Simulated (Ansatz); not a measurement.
By LDA and PBEsol, the system below comes out a metal.

Data:

```
CoSi2
1.0
    3.75675     0.00000     0.00000
   -1.87837     3.25344     0.00000
    1.87837     1.08448     3.06737
Co Si
1 2
Direct
  0.00000   0.00000   0.00000
  0.50000   0.25000   0.25000
  0.50000   0.75000   0.75000
```

Space group of this cell: Fm-3m. The cell is taken as given.

The current runs along the normal of the first two printed vectors, the (111) plane. All runs by Ansatz (a quantum-chemistry and plane-wave program), plane waves and PAW, without spin-orbit coupling; the base is PBEsol.

| run | mean pressure (GPa) | G/A, both spins (10¹⁵ S/m²) |
|---|---|---|
| base | -0.1 | 0.84 |
| all lengths scaled by 0.98 | 13.4 | 0.88 |
| all lengths scaled by 1.02 | -10.1 | 0.81 |
| lda in place of pbesol | -4.3 | 0.84 |
| lengths across the current scaled by 0.98, ions clamped | 8.6 | (withheld) |
| lengths across the current scaled by 1.02, ions clamped | -7.0 | 0.82 |
| lengths along the current scaled by 0.97, ions clamped | 6.5 | (withheld) |
| lengths along the current scaled by 1.03, ions clamped | -5.3 | 0.81 |

Problem. What belongs in the gaps?

Solution. 
- lengths across the current scaled by 0.98, ions clamped, G/A, both spins (10¹⁵ S/m²): 0.85
- lengths along the current scaled by 0.97, ions clamped, G/A, both spins (10¹⁵ S/m²): 0.85
